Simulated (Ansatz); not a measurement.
Defect: In-vacancy pair (In on one host Al site, one Al site vacant) in fcc Al, neutral cell. The step: In and the vacancy change places (In-vacancy distance between ideal sites 2.86 Å throughout); the atom moves 2.33 Å along (0.00, 0.41, 0.41) of the unit cell; the moving atom starts with neighbours 4 Al at 2.85, 2 Al at 2.95, 4 Al at 3.03, Al at 3.14 Å and ends with 4 Al at 2.85, 2 Al at 2.95, 4 Al at 3.03, Al at 3.14 Å. DFT values are from Ansatz (plane-wave PAW, 420 eV unless said) in a cell of 32 host sites, spin-restricted, static, with no finite-size correction. Forms of the defect that were not tried may lie lower. For the PBE band: the program found a first-order saddle point.

```csv
Level,Forward barrier (eV),Cost of the band or of the saddle's single point
"CHGNet universal potential (has no charge state), its own band",0.05,-
"PBE, a 3×3×3 k-point mesh shifted by half a step, band relaxed",0.25,around 30 core-minutes (rough)
"PBE, a 5×5×5 k-point mesh shifted by half a step, same geometries",0.24,about 4 core-minutes (a rough figure)
"r2SCAN at 500 eV, a 3×3×3 k-point mesh shifted by half a step, same geometries",?,about 90 core-seconds (a rough figure)
```

### Question
Complete the blanks.

### Answer

- r2SCAN at 500 eV, a 3×3×3 k-point mesh shifted by half a step, same geometries, Forward barrier (eV): 0.34

Ansatz is a quantum-chemistry and plane-wave program.
